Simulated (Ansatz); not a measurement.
## SnO2 in the rutile structure (space group P4_2/mnm, No. 136)

```
SnO2
1.0
    4.76918     0.00000     0.00000
    0.00000     4.76918     0.00000
    0.00000     0.00000     3.21200
Sn O
2 4
Direct
  0.00000   0.00000   0.00000
  0.50000   0.50000   0.50000
  0.30627   0.30627   0.00000
  0.80627   0.19373   0.50000
  0.19373   0.80627   0.50000
  0.69373   0.69373   0.00000
```

All numbers come from PBEsol/PAW in Ansatz (an electronic-structure program), scalar-relativistic without spin-orbit coupling. k-mesh 7×7×10 (Γ-centred); smearing 0.05 eV (Fermi–Dirac).

The volume per atom comes out as 12.18 Å³, the density comes out as 6.85 g/cm³ and the band gap is 0.92 eV, direct at Γ. The electron mass is 0.17 mₑ along c, 0.19 mₑ across and the hole mass comes out as 1.7 mₑ along c, 1.3 mₑ across. The lowest conduction-band minima above the VBM is Γ 0.92 eV. The total energy comes out as -2357.178 eV/atom (σ→0; compares only within this code and set-up).

Masses are band curvatures over ±0.01 Å⁻¹ around the edge. Whether these cells are dynamically stable was not tested.
